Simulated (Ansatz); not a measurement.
Given:

End structure of a constructed model of the (100) surface of fcc Pt, a pseudomorphic layer of Pd in the host's stacking (bottom of the slab: a bare face, its two planes held):

```yaml
crystal:
  lattice:
    - [2.80721, 0.00000, 0.00000]
    - [0.00000, 2.80721, 0.00000]
    - [0.00000, 0.00000, 28.00000]
  atoms:
    - { symbol: Pt, position: [0.50000, 0.50000, 0.28575] }
    - { symbol: Pt, position: [0.00000, 0.00000, 0.35665] }
    - { symbol: Pt, position: [0.50000, 0.50000, 0.42723] }
    - { symbol: Pt, position: [0.00000, 0.00000, 0.49815] }
    - { symbol: Pt, position: [0.50000, 0.50000, 0.56904] }
    - { symbol: Pt, position: [0.00000, 0.00000, 0.63956] }
    - { symbol: Pd, position: [0.50000, 0.50000, 0.70854] }
```

Model: 7-atom slab, 12.0 Å thick at the start, 13x13x1 mesh, Fermi-Dirac 0.1 eV, dipole correction, single point; on the structure that PBE left under its start's symmetry; no spin, no spin-orbit, no U. It is one candidate, not shown to be the stable structure of the face.

Estimate the work function of the top face that r2SCAN, at the PBE geometry run with Ansatz (a program for electronic structure) returns for this input.

4.99 eV
